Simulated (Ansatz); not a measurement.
# Short convergence ladders for Zr2Ga (Fmm2, 6 atoms in the cell)

```yaml
crystal:
  lattice:
    - [-3.32795, 3.32795, 2.72813]
    - [3.32795, -3.32795, 2.72813]
    - [3.32795, 3.32795, -2.72813]
  atoms:
    - { symbol: Zr, position: [0.65917, 0.15917, 0.81834] }
    - { symbol: Zr, position: [0.34614, 0.84614, 0.19228] }
    - { symbol: Zr, position: [0.15386, 0.34614, 0.50000] }
    - { symbol: Zr, position: [0.84614, 0.65386, 0.50000] }
    - { symbol: Ga, position: [0.25000, 0.25000, 0.00000] }
    - { symbol: Ga, position: [0.75000, 0.75000, 0.00000] }
```

Base method: PBEsol, default PAW files made with PBE (plane waves; Ansatz, an electronic-structure program).

Base settings: basis.ecutwfc = 420 eV; kpoints.mp_grid.grid = 5 5 5; hamiltonian.xc = pbesol; hamiltonian.pseudopotentials = {kind: paw} (the program's default PAW files); scf.occupations.method = gaussian; scf.occupations.width = 0.1 eV.

The count of work is k-points × plane waves × bands × iterations; it is no time. 

**The k-point mesh**

Only quantities that move along the ladder and can be compared are tabulated.

```csv
kpoints.mp_grid.grid,free energy less the last step's (meV/atom),pressure (GPa),largest difference of a force vector from the last step's (eV/Å),count of work / last
2 2 2,4.19,-3.24,0.207,0.011
3 3 3,-18.38,-1.95,0.240,0.018
4 4 4,3.49,-2.34,0.023,0.041
5 5 5,1.67,-2.21,0.029,0.062
7 7 7,-0.58,-2.32,0.009,0.15
9 9 9,-0.12,-2.31,0.009,0.28
11 11 11,0.05,-2.30,0.006,0.49
13 13 13,0.05,-2.30,0.001,0.67
15 15 15,0.00,-2.30,0.000,1.0
```

Coarsest kpoints.mp_grid.grid that holds the pressure within 0.5 GPa of the last step, with all finer ones: 3 3 3, at 0.018 of the last step's count of work; the step before is off by 0.94 GPa.

Coarsest kpoints.mp_grid.grid that holds the free energy within 5 meV/atom of the last step, with all finer ones: 4 4 4, at 0.041 of the last step's count of work; the step before is off by 18 meV/atom.

**The k-point mesh at a smearing width of 0.3 eV**

In this ladder: scf.occupations.width = 0.3 eV.

Only quantities that move along the ladder and can be compared are tabulated.

```csv
kpoints.mp_grid.grid,free energy less the last step's (meV/atom),pressure (GPa),largest difference of a force vector from the last step's (eV/Å),count of work / last
3 3 3,-11.66,-1.99,0.126,0.0080
4 4 4,2.95,-2.09,0.026,0.015
5 5 5,0.53,-2.07,0.005,0.023
7 7 7,-0.10,-2.11,0.001,0.055
10 10 10,0.02,-2.11,0.000,0.15
13 13 13,0.00,-2.11,0.000,0.29
19 19 19,0.00,-2.11,0.000,1.0
```

Coarsest kpoints.mp_grid.grid that holds the forces within 0.01 eV/Å of the last step, with all finer ones: 5 5 5, at 0.023 of the last step's count of work; the step before is off by 0.026 eV/Å.

Coarsest kpoints.mp_grid.grid that holds the free energy within 2 meV/atom of the last step, with all finer ones: 5 5 5, at 0.023 of the last step's count of work; the step before is off by 2.9 meV/atom.

Coarsest kpoints.mp_grid.grid that holds the pressure within 0.05 GPa of the last step, with all finer ones: 4 4 4, at 0.015 of the last step's count of work; the step before is off by 0.12 GPa.

**The width of cold smearing**

In this ladder: kpoints.mp_grid.grid = 8 8 8; scf.occupations.method = cold.

Narrow widths need finer meshes than wide ones, so the last steps can hold mesh noise.

Only quantities that move along the ladder and can be compared are tabulated; pressure and forces are left out, as mesh noise rules them at narrow widths.

```csv
scf.occupations.width,free energy less the last step's (meV/atom)
1 eV,44.40
0.5 eV,23.70
0.3 eV,8.06
0.1 eV,0.00
```

Widest scf.occupations.width that holds the free energy within 5 meV/atom: not settled: the last two steps still differ by 8.1 meV/atom, over half the tolerance, so the ladder does not show it.

On the base run: the starting cell comes from a database of computed structures (which also holds hypothetical and non-ambient phases and stackings), without a prior relaxation at this level. Its lattice was rescaled by up to half a per cent. One atom was moved a little off its site on purpose. Ansatz's pressure includes its estimate of the finite-basis (Pulay) stress.

Left out of this page: 2 runs of the series outside the window shown, repeating another row's setting, or not comparable.

Keys are those of Ansatz 0.2.
